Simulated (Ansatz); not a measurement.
Start from GaAs in the zinc blende structure (space group F-43m, No. 216).

```yaml
crystal:
  lattice:
    - [0.00000, 2.82948, 2.82948]
    - [2.82948, 0.00000, 2.82948]
    - [2.82948, 2.82948, 0.00000]
  atoms:
    - { symbol: Ga, position: [0.00000, 0.00000, 0.00000] }
    - { symbol: As, position: [0.25000, 0.25000, 0.25000] }
```

Cartesian axes are those of the cell as printed.

The values are results of plane-wave PAW DFT at the PBEsol level (Ansatz, a quantum-chemistry and plane-wave program, 420 eV), scalar-relativistic without spin-orbit coupling, not measurements.

Strains are applied to the cell and any free atomic positions relax; under biaxial strain the out-of-plane vector relaxes too.

One change was made to it. Results:

| quantity | base | after |
|---|---|---|
| valley order (the lowest conduction-band minima on the path, energy above the VBM, named in the base's zone) | Γ 0.42 eV; L along ⟨111⟩ 0.92 eV; a point along ⟨100⟩, about 1.0 Å⁻¹ from Γ 1.32 eV | Γ 0.45 eV; L along [1-11] 0.90 eV; L along [111] 0.98 eV; a point along [100], about 1.0 Å⁻¹ from Γ 1.29 eV |
| pressure (mean of the normal stresses, compression positive) | 0.00 GPa | 0.46 GPa |
| energy relative to the base (free energy F) | 0 meV/atom | +0.4 meV/atom |

**Question.** What was done to the base?
(A) biaxial strain −0.42 %, plane normal [111], relaxed out of plane
(B) biaxial strain −0.83 %, plane normal [111], relaxed out of plane
(C) biaxial strain +0.42 %, plane normal [111], relaxed out of plane

**Answer.** A, biaxial strain −0.42 %, plane normal [111], relaxed out of plane. For comparison, the valley order in the other runs: biaxial strain +0.42 %, plane normal [111], relaxed out of plane gives Γ 0.34 eV; L along [111] 0.82 eV; L along [1-1-1] 0.89 eV; a point along [001], about 1.0 Å⁻¹ from Γ 1.30 eV; biaxial strain −0.83 %, plane normal [111], relaxed out of plane gives Γ 0.48 eV; L along [1-11] 0.88 eV; L along [111] 1.04 eV; a point along [100], about 1.0 Å⁻¹ from Γ 1.26 eV.

The levels and masses belong to the bands next to the band gap. Stability against distortions was not tested.
